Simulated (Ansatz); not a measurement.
Base system: Mg$_{2}$Sn (space group Fm-3m, No. 225; relaxed with 0.1 eV smearing).

```
CELL_PARAMETERS angstrom
      0.00000     3.37356     3.37356
      3.37356     0.00000     3.37356
      3.37356     3.37356     0.00000
ATOMIC_POSITIONS crystal
  Mg 0.25000 0.25000 0.25000
  Mg 0.75000 0.75000 0.75000
  Sn 0.00000 0.00000 0.00000
```

All numbers come from Ansatz (a program for electronic structure), PBEsol, PAW, cutoff 420 eV, no spin-orbit coupling.

Strains are applied to the cell and any free atomic positions relax.

One change was made to it. Results:

The pressure goes from zero to -0.6 GPa; the energy grows by 0.8 meV/atom.

Problem. Name the change that was made.
A. isotropic strain +2.50 %
B. isotropic strain +0.50 %
C. isotropic strain −2.00 %
D. isotropic strain +3.00 %
E. isotropic strain −3.00 %

Solution. B, isotropic strain +0.50 %. For comparison, the energy relative to the base in the other runs: isotropic strain −3.00 % gives +31 meV/atom; isotropic strain −2.00 % gives +13 meV/atom; isotropic strain +3.00 % gives +26 meV/atom; isotropic strain +2.50 % gives +18 meV/atom.

Whether these cells are dynamically stable was not tested.
